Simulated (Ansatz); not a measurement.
The reference is MnTlI$_{3}$ in the cubic perovskite structure (space group Pm-3m, No. 221; a = 5.759 Å; ferromagnetic; a hypothetical phase, not in the database extracts checked).

(Cell as relaxed with PBE.)

Levels (all Ansatz, an electronic-structure program, PAW): PBE (420 eV, scalar-relativistic without spin-orbit coupling); r2SCAN (500 eV, no SOC).

Each level relaxes its own structure.

```tsv
quantity	PBE	r2SCAN
volume per atom	38.19 Å³	[?]
lattice parameter a	575.9 pm	[?]
band gap	0.15 eV	[?]
gap character	indirect, R → Γ	[?]
electron mass	0.17 mₑ	[?]
magnetic state	ferromagnetic	[?]
largest site moment	4.46 μB	[?]
```

Task: Predict the r2SCAN column.

Result: 
- volume per atom, r2SCAN: 37.81 Å³
- lattice parameter a, r2SCAN: 573.9 pm
- band gap, r2SCAN: 0.69 eV
- gap character, r2SCAN: indirect, R → Γ
- electron mass, r2SCAN: 0.19 mₑ
- magnetic state, r2SCAN: ferromagnetic
- largest site moment, r2SCAN: 4.57 μB

PBE's volume per atom lies 0.386 Å³ above r2SCAN's (1.0 %); PBE's lattice parameter a lies 1.95 pm above r2SCAN's (0.3 %); PBE's band gap lies 0.54 eV below r2SCAN's; PBE's largest site moment lies 0.11 μB below r2SCAN's; the two agree on the gap character and magnetic state. Neither level is exact; r2SCAN is the comparison here, not a measurement.

The magnetic state is the one reached from the starting moments; the real material's order can differ, and small cells can't hold many antiferromagnetic ones. With I and Tl present, leaving out spin-orbit coupling can change the band edges. Effective masses come from finite differences of ±0.01 Å⁻¹. No phonon test of stability was made. Many cubic perovskites are stable only at high temperature; tilts and polar distortions were not tested. The zero or small gap of MnTlI3 can change with the level of theory.
